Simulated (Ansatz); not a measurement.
A self-consistent single point of ScB₂ (P6mm, 3 atoms in the cell) with Ansatz (a quantum-chemistry and plane-wave program).

Computed with PBEsol, default PAW files made with PBE (plane waves; Ansatz).

```xyz
3
Lattice="3.1297 0.0000 0.0000 -1.5648 2.7104 0.0000 0.0000 0.0000 3.5177" Properties=species:S:1:pos:R:3 pbc="T T T"
Sc     0.0000     0.0000     0.0500
B      1.5648     0.9035     1.7589
B      0.0000     1.8069     1.7589
```

Reference input (self-consistent single point, DFT, PBEsol, plane waves, default PAW files made with PBE): basis.ecutwfc = 420 eV; kpoints.mp_grid.grid = 12 12 9; hamiltonian.xc = pbesol; hamiltonian.pseudopotentials = {kind: paw} (the program's default PAW files); scf.occupations.method = gaussian; scf.occupations.width = 0.1 eV. This run's input differs from it in these lines:

Ansatz 0.2 input:
```diff
@@ -11,3 +11,3 @@
 basis:
-  ecutwfc: 420.0
+  ecutwfc: 190.0
 kpoints:
```

Log, with long lists cut:

```
SCF iter   1: F=—  HF=-2414.764502 eV  |F-HF|=—  |Δ(HF+E_count)|=         —  Δρ=5.24e-2  dr2=3.57e-1  ethr=1.77e-3  ⟨swp⟩=4.2  Hψ=5922  notcnv=0
all-band conjugate gradients solve this SCF's bands
preconditioner: auto → none
SCF iter   2: F=—  HF=-2414.587982 eV  |F-HF|=—  |Δ(HF+E_count)|=   1.77e-1  Δρ=2.51e-2  dr2=7.89e-2  ethr=1.77e-3  ⟨swp⟩=2.9  Hψ=3090  notcnv=0  defer=26
SCF iter   3: F=—  HF=-2414.547548 eV  |F-HF|=—  |Δ(HF+E_count)|=   4.04e-2  Δρ=1.25e-3  dr2=1.72e-4  ethr=4.64e-4  ⟨swp⟩=2.0  Hψ=2419  notcnv=0  defer=26
SCF iter   4: F=—  HF=-2414.547786 eV  |F-HF|=—  |Δ(HF+E_count)|=   2.38e-4  Δρ=2.17e-4  dr2=2.16e-5  ethr=1.01e-6  ⟨swp⟩=2.1  Hψ=1679  notcnv=0  defer=26
SCF iter   5: F=—  HF=-2414.547655 eV  |F-HF|=—  |Δ(HF+E_count)|=   1.31e-4  Δρ=1.01e-4  dr2=5.18e-6  ethr=1.27e-7  ⟨swp⟩=2.0  Hψ=1903  notcnv=0  defer=26
SCF iter   6: F=-2414.547653 eV  HF=-2414.547654 eV  |F-HF|=6.64e-8  |Δ(HF+E_count)|=   1.93e-6  Δρ=1.68e-5  dr2=8.20e-8  ethr=5.88e-10  ⟨swp⟩=3.5  Hψ=4554  notcnv=0
SCF 1 converged in 6 iterations: F = -2414.547653 eV  dr2 = 8.20e-8
Free energy (F): -2414.547653 eV
Internal energy: -2414.544421 eV  (E = F + TS)
E sigma→0 (E₀):  -2414.546037 eV
Entropy (-TS):   -0.003232 eV (-1.077 meV/atom)
Fermi energy:    12.283769 eV
--- Forces (eV/Å), atoms counted from 1 ---
  atom   1  Sc     0.00000000     0.00000000    -0.26362778
  atom   2  B      0.00000000    -0.00000000     0.13193988
  atom   3  B     -0.00000000     0.00000000     0.13193988
--- Stress (GPa, compression-positive) ---
        6.675401       0.000000       0.000000
        0.000000       6.675401       0.000000
        0.000000      -0.000000      -2.244223
  P = ⅓ Tr σ = 3.7022 GPa (37.022 kbar)
  The stress holds the Pulay correction. Without it, at fixed plane waves, as pw.x and ABINIT print it: P = -102.6767 GPa
```

The run converged in 6 iterations. Against the reference run the free energy rises by 1.61 eV/atom, the pressure goes from -1.95 to 3.70 GPa and the largest force goes from 0.481 to 0.264 eV/Å.

The starting cell comes from a database of computed structures (which also holds hypothetical and non-ambient phases and stackings), without a prior relaxation at this level. Its lattice was rescaled by up to half a per cent. One atom was moved a little off its site on purpose. Ansatz's pressure includes its estimate of the finite-basis (Pulay) stress. Without the estimate this run gives -102.68 GPa. The cutoff lies below the one recommended for these files.
